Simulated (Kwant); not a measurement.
Device: GaN/Al0.2Ga0.8N stack with 1 barrier. One parabolic valley. Leads of mass 0.2 mₑ with the band edge at 0; grid 0.1 nm; bias 0 V, dropping linearly over the stack.

```
layer  thickness (nm)  band offset (eV)  mass (mₑ)
-----  --------------  ----------------  ---------
1                 1.7              0.35       0.22
```

Constants are typed, rounded textbook-type inputs, not results; the design itself was drawn at random and stands for no fabricated device.

Computed with Kwant: one-band effective-mass tight-binding model in one dimension, coherent, no space charge.

Sweep values stay those of the base run.

The mass in the first barrier was swept, all else fixed.

| mass in the first barrier (mₑ) | transmission at E = 0.3329 eV | transmission at E = 0.2203 eV | transmission at E = 0.1077 eV | mean transmission over the sweep |
|---|---|---|---|---|
| 0.13 | 0.60 | 0.34 | 0.12 | 0.37 |
| 0.18 | 0.45 | 0.24 | 0.083 | 0.28 |
| 0.22 | 0.35 | 0.18 | 0.062 | 0.22 |
| 0.29 | 0.24 | 0.11 | 0.037 | 0.15 |

From the first row to the last the transmission at E = 0.3329 eV goes from 0.60 to 0.24. From the first row to the last the transmission at E = 0.2203 eV goes from 0.34 to 0.11.
